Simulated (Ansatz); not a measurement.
# fcc Pb (0 0 1) on zinc-blende BN (0 0 1) (film strained to the substrate, started from cuts of the bulks and a machine-learned relaxation; slabs B14N16 and Pb4, which can lie off the formulas)

A periodic stack without vacuum, fcc Pb (0 0 1) on zinc-blende BN (0 0 1) (film strained to the substrate, started from cuts of the bulks and a machine-learned relaxation; slabs B14N16 and Pb4, which can lie off the formulas): substrate slab B14N16, film Pb4, surface cells [[0, -1], [2, 1]] and [[1, 0], [1, 1]], film strained by +1.7 and +1.7 %, outermost planes N/N and Pb/Pb as cut, which need not be the usual terminations and can put a slab off its formula.

The start was prepared with a machine-learned potential, and the result is one local minimum, with the in-plane cell held and forces under 0.04 eV/Å; the film can end far from its bulk form.

Method: PBE (plane waves to 420 eV, PAW; Ansatz, a quantum-chemistry and plane-wave program). No spin–orbit coupling; the runs are not spin-polarised. Its k-point mesh 9×9×1, Fermi–Dirac width 0.05 eV.

- interface area: 13.1 Å²
- period: 24.29 Å
- heights between the nearest atoms of the two slabs at the two interfaces: 1.62 and 1.85 Å
- N–Pb contacts across the interfaces within 1.22 times the sum of covalent radii: 6, mean 2.39 Å
- B–Pb contacts across the interfaces within 1.22 times the sum of covalent radii: 2, mean 2.80 Å
- hole barrier (PBE): 0.59 eV
- electron barrier (PBE): 3.87 eV

```xyz
34
Lattice="3.6248 0.0000 -0.0099 0.0000 3.6248 -0.0099 0.9911 0.9911 24.2798" Properties=species:S:1:pos:R:3 pbc="T T T"
B      3.5855     3.5855     3.7228
B      1.7731     1.7731     3.7275
B      1.7679     3.5804     1.8778
B      3.5804     1.7679     1.8778
B      3.5955     3.5955     7.3470
B      1.7833     1.7833     7.3567
B      1.7781     3.5906     5.5392
B      3.5906     1.7781     5.5392
B      3.6037     3.6037    10.9739
B      1.7954     1.7954    10.9838
B      1.7876     3.6013     9.1644
B      3.6013     1.7876     9.1644
B      1.7727     3.6365    12.8217
B      3.6365     1.7727    12.8217
N      2.6847     0.8565     2.8369
N      0.8565     2.6847     2.8369
N      0.9206     0.9206     1.0600
N      2.6106     2.6106     1.0510
N      2.6872     0.8742     6.4514
N      0.8742     2.6872     6.4514
N      0.8703     0.8703     4.6460
N      2.6810     2.6810     4.6361
N      2.6970     0.8846    10.0740
N      0.8846     2.6970    10.0740
N      0.8796     0.8796     8.2678
N      2.6919     2.6919     8.2586
N      2.7070     0.8946    13.6829
N      0.8946     2.7070    13.6829
N      0.8896     0.8896    11.8747
N      2.7020     2.7020    11.8870
Pb     0.9206     0.9206    18.5911
Pb     2.7111     2.7111    15.2976
Pb     4.5635     4.5635    23.4736
Pb     2.7404     2.7404    20.7801
```
